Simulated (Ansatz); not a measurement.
Data:

End structure of S on the 1x1 (111) surface of fcc Cu, one in a 1x1 cell, started at the site 'top Cu':

```xyz
5
Lattice="2.5668 0.0000 0.0000 -1.2834 2.2229 0.0000 0.0000 0.0000 25.5000" Properties=species:S:1:pos:R:3 pbc="T T T"
Cu     0.0000     1.4819     9.6433
Cu     1.2834     0.7410    11.7147
Cu     0.0000     0.0000    13.7983
Cu     0.0000     1.4819    15.8559
S      0.0000     1.4819    18.1514
```

Slab: 5 atoms, 6.2 Å thick at the start under the adsorbate (thin: gaps and levels are the slab's own); k 12x12x1, smearing 0.1 eV, dipole-corrected; 2 atoms held, the rest relaxed; held to the start's symmetry, so lower structures may exist; spin-polarised, no spin-orbit, no U, no dispersion correction. The starting moment vanished. At the end it is bonded to Cu. In PBE it is, or lies within 0.03 eV of, the lowest of the starts that converged.

A negative adsorption energy means that the adsorbate is more stable on the surface than in its reference.

Q: Predict the change of the step from the bottom to the top vacuum level, against the clean slab from PBE (Ansatz, a first-principles code).

A: 0.26 eV

Q: What is the computed work function of the top face (PBE)?

A: 5.10 eV

Q: Give the adsorption energy against ⅛ S8(g) at the level PBE.

A: 0.36 eV

Q: What change of the work function does PBE give?

A: 0.33 eV
